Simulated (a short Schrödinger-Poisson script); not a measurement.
Stack: MOS inversion layer, Si3N4 on p-type Si(100), at 400 K.

From the gate side: 2.7 nm Si3N4; 270 nm Si, acceptors 2.6e18 cm⁻³.

Constants are typed, rounded textbook-type inputs, not results; the design itself was drawn at random and stands for no fabricated device. Si3N4: permittivity 7.5, conduction-band edge (eV) 1.95, gap (eV) 5.1, electron mass (mₑ) 0.5. Si: permittivity 11.7, conduction-band edge (eV) 0, gap (eV) 1.124, Nv at 300 K (cm⁻³) 3.1e19.

Channel valleys (confinement mass, in-plane density-of-states mass, number): Δ2 0.916, 0.19, 2; Δ4 0.19, 0.417, 4. At the gate the conduction-band edge of layer 1 lies 2.06 eV − eVg above the Fermi level of the channel; the field vanishes at the back. Gaps are held at their typed values at every temperature. Mesh 0.03 nm at interfaces.

From a short Schrödinger-Poisson script (our own, NumPy): 1D Poisson equation in equilibrium, electrons quantum, Hartree (BenDaniel-Duke, 12 states a valley, the channel's in-plane mass for all, wave functions free to enter the dielectric), parabolic valleys, classical holes, full ionisation, no traps, pinning or gate leakage.

```tsv
Vg (V)	electrons (cm⁻²)	C (μF/cm²)	Δ2 E0 (meV from the Fermi level)	Δ4 E0 (meV from the Fermi level)
0.3	1.69e9	0.426	295.6	365.1
0.35	5.17e9	0.428	256.6	327.1
0.4	1.57e10	0.449	217.8	289.4
0.45	4.65e10	0.523	180.0	252.6
0.5	1.26e11	0.694	145.1	218.6
0.55	2.94e11	0.953	115.3	189.8
0.6	5.68e11	1.21	91.9	167.4
0.65	9.32e11	1.41	73.9	150.5
0.7	1.36e12	1.55	59.8	137.4
0.75	1.84e12	1.65	48.5	127.0
0.8	2.34e12	1.72	38.9	118.5
0.85	2.87e12	1.77	30.7	111.3
0.9	3.42e12	1.81	23.5	105.1
0.95	3.98e12	1.85	17.1	99.6
1	4.56e12	1.87	11.2	94.7
1.05	5.14e12	1.90	5.9	90.2
1.1	5.73e12	1.92	0.9	86.1
1.15	6.33e12	1.94	-3.8	82.4
1.2	6.93e12	1.95	-8.2	78.8
```

Gate voltages with under 1e9 electrons/cm² are left out.

Problem. At Vg = 1.2 V the lowest Δ2 subband lies at -8.2 meV from the Fermi level. How many electrons does it hold, and what share of all?

Solution. The two-dimensional density of states is g m/(πħ²) = 1.59e11 cm⁻² meV⁻¹ (both spins), kT = 34.5 meV, so n = D kT ln(1 + exp(−E/kT)) = 4.48e12 cm⁻², 0.65 of the 6.93e12 cm⁻² in all.

Problem. Compare the slope of the sheet density between 1.1 and 1.2 V with the geometric capacitance of the layers between gate and channel.

Solution. q Δn/ΔV = 1.92 μF/cm²; ε0/Σ(t/ε) = 2.46 μF/cm². The ratio is 0.78: the channel acts as a further capacitance in series.
